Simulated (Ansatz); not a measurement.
**What a tighter setting buys: kpoints.mp_grid.grid, Ba3In2MoO9 (P-3m1, 15 atoms in the cell)**

Cell: a = 5.9578 Å, b = 5.9578 Å, c = 7.3199 Å, α = 90.00°, β = 90.00°, γ = 120.00°.

Level of theory: PBEsol, default PAW files made with PBE (plane waves; Ansatz, an electronic-structure program).

Base settings: kpoints.mp_grid.grid = 5 5 4; hamiltonian.xc = pbesol; hamiltonian.pseudopotentials = {kind: paw} (the program's default PAW files); scf.occupations.method = fixed.

Misses are taken against the tightest run, 16 16 11, which need not be fully converged itself. The energy is the free energy per atom.

The count of work is k-points × plane waves × bands × iterations; it is no time, and leaves out set-up, grids and terms that scale otherwise. Core times come from one kind of shared machine and are given to one figure; runs under 30 s give none.

The starting cell comes from a database of computed structures (which also holds hypothetical and non-ambient phases and stackings), without a prior relaxation at this level. In the base run, with a pressure of about -7 GPa the cell is away from its equilibrium volume at this level. Ansatz's pressure includes its estimate of the finite-basis (Pulay) stress.

| kpoints.mp_grid.grid | energy less reference (meV/atom) | pressure less reference (GPa) | largest difference in the force on any atom (eV/Å) | count of work / reference | core time / reference (rough) |
|---|---|---|---|---|---|
| 1 1 1 | 455.79 | 4.92 | 0.802 | 0.0039 | – |
| 2 2 1 | 24.93 | 0.34 | 0.116 | 0.0070 | – |
| 2 2 2 | 15.04 | 0.10 | 0.027 | 0.014 | – |
| 5 5 4 | 0.02 | 0.00 | 0.000 | 0.060 | – |
| 6 6 5 | -0.01 | 0.00 | 0.000 | 0.095 | 0.1 |
| 7 7 5 | -0.01 | 0.00 | 0.000 | 0.11 | 0.2 |
| 9 9 6 | 0.00 | 0.00 | 0.000 | 0.22 | 0.3 |
| 10 10 7 | 0.00 | 0.00 | 0.000 | 0.28 | 0.3 |
| 13 13 9 | 0.00 | 0.00 | 0.000 | 0.56 | 0.8 |
| 16 16 11 | 0.00 | 0.00 | 0.000 | 1.0 | 1 |

Coarsest setting among those run that, with all tighter ones, holds the energy within 5 meV/atom of the reference: 5 5 4, off by 0.02 meV/atom; it needs 0.060 of the reference's count of work.

The step from 2 2 2 to 5 5 4: it takes the miss in the energy from 15 to 0.02 meV/atom, for 4.2 times the count of work.

Keys are those of Ansatz 0.2.
